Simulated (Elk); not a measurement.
## Elk run on Co (P6_3/mmc, 2 atoms in the cell): self-consistent single point

Computed with PBE, all-electron FP-LAPW, Elk's shipped species files, default APW+lo basis (Elk 10.2.4).

Input:

```
tasks
  0

xctype
  20

spinpol
  .true.

reducebf
  0.8

rmtscf
  0.92

nempty
  8

swidth
  0.00499791

maxscl
  100

avec
    2.3716062845   -4.1077425803    0.0000000000
    2.3716062845    4.1077425803    0.0000000000
    0.0000000000    0.0000000000    7.6911853272

atoms
  1
  'Co.in'
  2
  0.3333333333  0.6666666667  0.2500000000    0.0 0.0 -2.0
  0.6666666667  0.3333333333  0.7500000000    0.0 0.0 -2.0

ngridk
  13 13 7
```

The program printed (abridged):

```
│ Elk code version 10.2.4 │

All units are atomic (Hartree, Bohr, etc.)

│ Ground-state run starting from atomic densities │

Lattice vectors :
   2.371606284      -4.107742580       0.000000000
   2.371606284       4.107742580       0.000000000
   0.000000000       0.000000000       7.691185327

Unit cell volume      :    149.8542569
Brillouin zone volume :    1.655276391

Muffin-tin inner radius fraction :   0.1000000000E-01

Nuclei treated as point charges

Species :    1 (Co)
 parameters loaded from : Co.in
 name : cobalt
 nuclear charge    :   -27.00000000
 electronic charge :    27.00000000
 atomic mass :    107428.6517
 muffin-tin radius :    2.208000000
 number of radial points in muffin-tin :    497
 atomic positions (lattice), magnetic fields (Cartesian) :
   1 :   0.33333333  0.16666667  0.25000000    0.00000000  0.00000000 -2.00000000
   2 :  -0.33333333 -0.16666667 -0.25000000    0.00000000  0.00000000 -2.00000000

Total number of atoms per unit cell :    2

Spin treatment :
 spin-polarised
 global magnetic field (Cartesian) :    0.000000000       0.000000000       0.000000000
 collinear magnetisation in z-direction

Number of Bravais lattice symmetries :   24
Number of crystal symmetries         :   24
Crystal has inversion symmetry
Real symmetric eigensolver will be used

k-point grid :     13    13     7
k-point offset :    0.000000000       0.000000000       0.000000000
k-point set is reduced with full crystal symmetry group
Total number of k-points :       84

Muffin-tin radius times maximum |G+k| :    7.000000000
 using average radius
Maximum |G+k| for APW functions       :    3.170289855
Maximum (1/2)|G+k|²                   :    5.025368883
Maximum |G| for potential and density :    12.00000000
 potential will be trimmed for |G| > 2 gkmax
Constant for pseudocharge density :    7
Radial integration step length :    4

G-vector grid sizes :     20    20    30
Number of G-vectors :     4343

Maximum angular momentum used for
 APW functions                      :    8
 outer part of muffin-tin           :    6
 inner part of muffin-tin           :    1

Total nuclear charge    :   -54.00000000
Total core charge       :    24.00000000
Total valence charge    :    30.00000000
Total excess charge     :    0.000000000
Total electronic charge :    54.00000000

Effective Wigner radius, rₛ :   0.8717572577

Number of empty states         :   16
Total number of valence states :   62
Total number of core states    :   24

Total number of local-orbitals :   34

Exchange-correlation functional :     20     0     0
 Perdew-Burke-Ernzerhof, Phys. Rev. Lett. 77, 3865 (1996)
 gradient requirement :    1
 generalised gradient approximation (GGA)

Smearing type :    3
 Fermi-Dirac
Smearing width :   0.4997910000E-02
Effective electronic temperature (K) :    1578.215154

Mixing type :    3
 Broyden mixing, J. Phys. A: Math. Gen. 17, L317 (1984)

Kohn-Sham potential initialised from atomic data
│ Self-consistent loop started │
│ Loop number : 1 │
 total energy                :     -2786.00960812
 total moment                :    3.992264621
│ Loop number : 2 │
 total energy                :     -2786.31322559
 total moment                :    3.987925451
RMS change in Kohn-Sham potential (target) :    2.464688533     (  0.1000000000E-05)
Absolute change in total energy (target)   :   0.3036174679     (  0.1000000000E-03)
│ Loop number : 3 │
 total energy                :     -2782.59903193
 total moment                :    3.454784290
RMS change in Kohn-Sham potential (target) :    1.840208514     (  0.1000000000E-05)
Absolute change in total energy (target)   :    3.638289288     (  0.1000000000E-03)
│ Loop number : 4 │
 total energy                :     -2786.02035990
 total moment                :    1.251941680
RMS change in Kohn-Sham potential (target) :   0.6157362727     (  0.1000000000E-05)
Absolute change in total energy (target)   :    2.511755643     (  0.1000000000E-03)
│ Loop number : 5 │
 total energy                :     -2786.73442321
   [... lines left out ...]
RMS change in Kohn-Sham potential (target) :   0.2923669228E-05 (  0.1000000000E-05)
Absolute change in total energy (target)   :   0.3499040986E-04 (  0.1000000000E-03)
│ Loop number : 31 │
 total energy                :     -2787.04765726
 total moment                :  -0.1394717239E-02
RMS change in Kohn-Sham potential (target) :   0.1825772276E-05 (  0.1000000000E-05)
Absolute change in total energy (target)   :   0.2138278069E-04 (  0.1000000000E-03)
│ Loop number : 32 │
 total energy                :     -2787.04761979
 total moment                :  -0.1860688025E-02
RMS change in Kohn-Sham potential (target) :   0.1015979080E-05 (  0.1000000000E-05)
Absolute change in total energy (target)   :   0.3212557567E-04 (  0.1000000000E-03)
│ Loop number : 33 │
 total energy                :     -2787.04763226
 total moment                :  -0.1518140322E-02
RMS change in Kohn-Sham potential (target) :   0.6182063838E-06 (  0.1000000000E-05)
Absolute change in total energy (target)   :   0.4434952643E-05 (  0.1000000000E-03)
Convergence targets achieved

│ Loop number : 34 │

Energies :
 Fermi                       :     0.313940870265
 sum of eigenvalues          :     -1606.48351662
 electron kinetic            :      2827.76600862
 core electron kinetic       :      2558.23997534
 Coulomb                     :     -5495.37325254
 Coulomb potential           :     -4279.25843889
 nuclear-nuclear             :     -390.461080267
 electron-nuclear            :     -5930.56590565
 Hartree                     :      825.653733380
 Madelung                    :     -3355.74403309
 xc potential                :     -154.991086339
 xc effective B-field        :    -0.114163888583E-07
 external B-field            :      0.00000000000
 exchange                    :     -116.905317929
 correlation                 :     -2.52283717303
 electron entropic           :    -0.122497400112E-01
 total energy                :     -2787.04764876
 (external B-field energy excluded from total)

Density of states at Fermi energy :    155.0494108
 (states/Hartree/unit cell)

Estimated indirect band gap :   0.4287048343E-03
 from k-point     41 to k-point     67
Estimated direct band gap   :   0.2181760093E-02
 at k-point     36

Charges :
 core                        :    24.00000000
 valence                     :    30.00000000
 interstitial                :    2.434091708
 muffin-tins (core leakage)
  species :    1 (Co)
   atom    1                 :    25.78295415     (  0.1270201342E-02)
   atom    2                 :    25.78295415     (  0.1270201342E-02)
 total in muffin-tins        :    51.56590829
 total calculated charge     :    53.99515010
 total charge                :    54.00000000
 error                       :   0.4849898394E-02

Moments :
 interstitial                :   0.3528056623E-04
 muffin-tins
  species :    1 (Co)
   atom    1                 :  -0.5120021391E-03
   atom    2                 :  -0.5120021391E-03
 total in muffin-tins        :  -0.1024004278E-02
 total moment                :  -0.9887237120E-03

│ Self-consistent loop stopped │
```

The run converged in 34 iterations. The count includes the last loop, which Elk runs after its targets are met.

The starting cell has typed, rounded lattice constants, without a prior relaxation at this level. The starting moments vanished: the run ended non-magnetic, which need not be the lowest state. Values depend on the basis (sphere radii, cutoffs, local orbitals), which need not be converged. The log's line on a gap gives a spacing of levels on this mesh, which the program prints for metals too.

Cost on one core of a shared machine: roughly 40 s.
